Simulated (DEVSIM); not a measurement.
Device: TaN/SiO2/n-GaAs capacitor, at 250 K.

| layer (left to right) | material | thickness (nm) | Nd (cm⁻³) |
|---|---|---|---|
| 1 | SiO2 | 1.80 | - |
| 2 | GaAs | 3800 | 2.9e16 |

Metal gate on the left, work function 4.4 eV. Fixed charge at the semiconductor interface 3.3e10 cm⁻² (in units of +e); no interface traps.

This is a model device: material constants are rounded textbook-type values typed into the input, and sizes, dopings and lifetimes were drawn at random. Values at 300 K; Nc and Nv go as T^1.5, mobilities as T to minus their exponent, the gap by Varshni's rule with the affinity fixed.

```tsv
parameter	SiO2	GaAs
gap (eV)	9	1.424
affinity (eV)	0.9	4.07
permittivity	3.9	12.9
Nc (cm⁻³)	-	4.7e17
Nv (cm⁻³)	-	9e18
Varshni α (eV/K)	-	0.000541
Varshni β (K)	-	204
```

DEVSIM, 1D Poisson equation in equilibrium, Boltzmann statistics, complete ionisation; no quantum confinement or tunnelling. Metal contacts follow the ideal Schottky-Mott rule: no Fermi-level pinning, no interface dipoles.

The temperature was swept, all else fixed.

```json
[
 {"temperature (K)": "250", "flat-band voltage (V)": "0.27", "minimum of the low-frequency capacitance (μF/cm²)": "0.0480", "threshold voltage (band bending 2φF) (V)": "-1.06"},
 {"temperature (K)": "300", "flat-band voltage (V)": "0.26", "minimum of the low-frequency capacitance (μF/cm²)": "0.0493", "threshold voltage (band bending 2φF) (V)": "-1.01"},
 {"temperature (K)": "350", "flat-band voltage (V)": "0.24", "minimum of the low-frequency capacitance (μF/cm²)": "0.0517", "threshold voltage (band bending 2φF) (V)": "-0.95"},
 {"temperature (K)": "400", "flat-band voltage (V)": "0.22", "minimum of the low-frequency capacitance (μF/cm²)": "0.0551", "threshold voltage (band bending 2φF) (V)": "-0.89"},
 {"temperature (K)": "450", "flat-band voltage (V)": "0.20", "minimum of the low-frequency capacitance (μF/cm²)": "0.0576", "threshold voltage (band bending 2φF) (V)": "-0.83"},
 {"temperature (K)": "500", "flat-band voltage (V)": "0.17", "minimum of the low-frequency capacitance (μF/cm²)": "…", "threshold voltage (band bending 2φF) (V)": "…"}
]
```

Some entries are withheld; supply them.


- 500, minimum of the low-frequency capacitance (μF/cm²): 0.0615
- 500, threshold voltage (band bending 2φF) (V): -0.77
